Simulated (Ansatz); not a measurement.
The reference is Li2Se in the anti-fluorite structure (space group Fm-3m, No. 225; a = 6.006 Å).

Computed with PBE (Ansatz, a program for electronic structure, PAW, no SOC).

Before the change:

The band gap comes out as 2.98 eV.

Perturbation: an isotropic linear strain of −0.50 %, atoms relaxed at fixed cell.

**Question.** What happens to the band gap and energy relative to the base?

**Answer.** The band gap drops by 0.01 eV, from 2.98 eV to 2.97 eV; the energy increases by 0.4 meV/atom.

No phonon test of stability was made.
